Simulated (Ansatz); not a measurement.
Functionals compared on a constructed model of the (111) surface of fcc Pt, a pseudomorphic layer of Rh in the host's stacking (bottom of the slab: a bare face, its two planes held), in Ansatz (plane waves, PAW). The structure was relaxed with PBE; the other rows are single points on it. Cutoff 420 eV (500 eV for r2SCAN).

Slab: 7 atoms, 13.9 Å thick at the start; k 15x15x1, smearing 0.1 eV, dipole-corrected; 2 atoms held, the rest relaxed; start symmetry kept, larger cells not searched; no spin, no spin-orbit, no U. In PBE it is, or lies within 0.01 eV a 1x1 cell of, the lowest of the 2 structures of its composition computed so far; larger cells were not tried. These notes are the PBE run's.

| functional | work function of the top face (eV) | rough cost of the single point |
|---|---|---|
| PBE | 5.20 | – |
| RPBE | 5.02 | roughly 100 core-seconds |
| r2SCAN | … | very roughly 2.4 core-minutes |

Question: Some entries are withheld; supply them.

Answer: 
- r2SCAN, work function of the top face (eV): 5.20

Ansatz is a program for electronic structure.
